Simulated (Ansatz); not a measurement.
The cell is made up: elements placed on another compound's structure type, so the phase may be hypothetical.

```
CdN2Si
1.0
    2.90661     0.00000     0.00000
    1.45330     2.51719    -0.00005
    0.00000     1.67801     5.98536
Cd Si N
1 1 2
Cartesian
  1.45330   0.83900   2.99268
  0.00000   0.00000   0.00000
  2.90661   3.35612   5.05057
  1.45330   0.83908   0.93474
```

Space group of this cell: R-3m. The cell was relaxed by PBE-D3(BJ).

Transport runs along the normal of the first two printed cell vectors.

The gap is the functional's own. No spin-orbit coupling. Mid-gap values are interpolated on the energy grid.

Task: State the band gap and the smallest decay constant κ at mid-gap according to Ansatz (an electronic-structure program) with r2SCAN.

Result: Gap 0.37 eV on a 12×12×12 mesh; κ = 0.128 1/Å, at the zone centre.
